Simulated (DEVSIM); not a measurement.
Structure: Schottky contact on n-type β-Ga2O3, at 350 K.

Layer 1 from the left is β-Ga2O3, thickness (μm) 1.00, Nd (cm⁻³) 2.8e17, τn (s) 1e-8, τp (s) 1e-8.

Left contact: Schottky, work function 4.96 eV, emission velocity 6.8e6 cm/s. Right contact: ohmic. Voltage is applied to the left contact. Recombination: SRH at mid-gap, radiative, Auger. Mobility is μmin + (μ − μmin)/(1 + (N/Nref)^α).

The device is made up for the run: typed textbook-type constants, with dimensions and the other settings drawn at random. Values at 300 K; Nc and Nv go as T^1.5, mobilities as T to minus their exponent, the gap by Varshni's rule with the affinity fixed.

β-Ga2O3: gap (eV) 4.8, affinity (eV) 4, permittivity 10, Nc (cm⁻³) 3.7e18, Nv (cm⁻³) 5e20, μn (cm²/Vs) 160, μp (cm²/Vs) 1, μn,min 20, μp,min 0.1, Nref,n 1e18, Nref,p 1e18, αn 0.8, αp 0.8, T exponent of μn 1.8, T exponent of μp 1.5, B (cm³/s) 1e-12, Cn (cm⁶/s) 1e-31, Cp (cm⁶/s) 1e-31, Varshni α (eV/K) 0.0004, Varshni β (K) 600.

Simulated with DEVSIM: 1D drift-diffusion, Boltzmann statistics, complete ionisation; no tunnelling, impact ionisation, image-force lowering or self-heating. Metal contacts follow the ideal Schottky-Mott rule: no Fermi-level pinning, no interface dipoles.

Dark forward current:

| |V| (V) | |J| (A/cm²) |
|---|---|
| 0.05 | 2.573e-7 |
| 0.10 | 1.596e-6 |
| 0.15 | 8.565e-6 |
| 0.20 | 4.481e-5 |
| 0.25 | 0.0002331 |
| 0.30 | 0.001210 |
| 0.35 | 0.006272 |
| 0.40 | 0.03243 |
| 0.45 | 0.1672 |
| 0.50 | 0.8589 |
| 0.55 | 4.378 |
| 0.60 | 21.91 |
| 0.65 | 103.1 |
| 0.70 | 404.4 |
| 0.75 | 1133 |
| 0.80 | 2290 |

**Question.** Work out the local ideality factor n = ΔV / (kT/q · ln(J2/J1)) between the rows 0.15 and 0.20 V, 0.75 and 0.80 V.

**Answer.** kT/q = 30.16 mV. From 0.15 to 0.20 V: ln(4.481e-5/8.565e-6) = 1.655, n = 1.00, near the 1 of diffusion or emission over a barrier. From 0.75 to 0.80 V: ln(2290/1133) = 0.704, n = 2.36; the layers' resistance at their doping, Σ W/(qμN) = 2.4e-5 Ω cm², would take 28 mV of this step of 50 mV.

**Question.** Estimate the current at 0.35 V for emission alone, J0 = q v N_band exp(−φB/kT), and read the barrier back from the simulated current.

**Answer.** φB = 0.960 eV, N_band = 4.66e18 cm⁻³, J0 = 7.62e-8 A/cm²; J = J0 (exp(qV/kT) − 1) = 0.00836 A/cm². The simulation gives 0.00627 A/cm²; the estimate lies 33 % above. Read backwards, the simulated current gives an apparent barrier of 0.969 eV. The estimate leaves out transport through the depletion region and minority injection.
